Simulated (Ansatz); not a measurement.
Defect: interstitial Ti in wurtzite ZnO, charge state +4. The step: a concerted move, in which Ti travels most; the atom moves 2.67 Å along (-0.08, 0.07, -0.50) of the unit cell; the moving atom starts with neighbours 2 O at 1.82, 2 O at 1.94 Å and ends with 2 O at 1.82, O at 1.94, O at 1.95 Å. DFT values are from Ansatz (plane-wave PAW, 420 eV unless said) in a cell of 72 host sites, spin-restricted, static, with no finite-size correction. The charge state is imposed; whether it is stable for some Fermi level was not computed. Sites that were not tried may lie lower. The start lies 0.034 eV above the lowest site run (PBE). For the PBE band: the saddle point's order was not checked, and it lies on a symmetry element of the cell, where a band can be held.

```csv
Level,Forward barrier (eV),Cost of the band or of the saddle's single point
"PBE, one k-point at (0.125, 0.250, 0.250), band relaxed",2.21,about 90 core-minutes (a rough figure)
"PBE, a 2×2×2 k-point mesh shifted by half a step along c, same geometries",2.22,about 3 core-minutes (a rough figure)
"r2SCAN at 500 eV, one k-point at (0.125, 0.250, 0.250), same geometries",2.46,roughly 110 core-seconds
```

Ansatz is a quantum-chemistry and plane-wave program.
